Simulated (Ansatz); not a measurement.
# Zn₃N₂ (model structure, started from the A-La2O3 type, P-3m1, No. 164, 5 atoms in the cell)

Computed with PBEsol (plane waves, PAW; Ansatz, a first-principles code).

Numerical settings: plane-wave cutoff 500 eV, 18×18×8 k mesh (along the axes of the cell as run), Fermi–Dirac smearing 0.05 eV, scalar-relativistic PAW data made under PBE.

Cell (relaxed at this level):

```cif
data_N2Zn3
_chemical_formula_sum 'N2 Zn3'
_space_group_name_H-M_alt 'P 1'
_space_group_IT_number 1
_cell_length_a 3.32873
_cell_length_b 3.32873
_cell_length_c 5.62029
_cell_angle_alpha 90.000
_cell_angle_beta 90.000
_cell_angle_gamma 120.000
loop_
_space_group_symop_operation_xyz
  'x, y, z'
loop_
_atom_site_label
_atom_site_type_symbol
_atom_site_fract_x
_atom_site_fract_y
_atom_site_fract_z
_atom_site_occupancy
N1 N 0.33333 0.66667 0.23615 1
N2 N 0.66667 0.33333 0.76385 1
Zn1 Zn 0.00000 0.00000 0.00000 1
Zn2 Zn 0.33333 0.66667 0.65779 1
Zn3 Zn 0.66667 0.33333 0.34221 1
```

```
Quantity          Value
--------  -------------
band gap  zero (no gap)
```

Note: the relaxation could raise the start's symmetry but not lower it, so the cell can be a saddle point.

The computed numbers hold no vibrational or temperature effects.

The result took around 6 core-minutes (rough).

A model structure was made by putting elements into a prototype or built by hand; it is no filed structure, need not be a known phase, and can be a saddle point held by its symmetry.
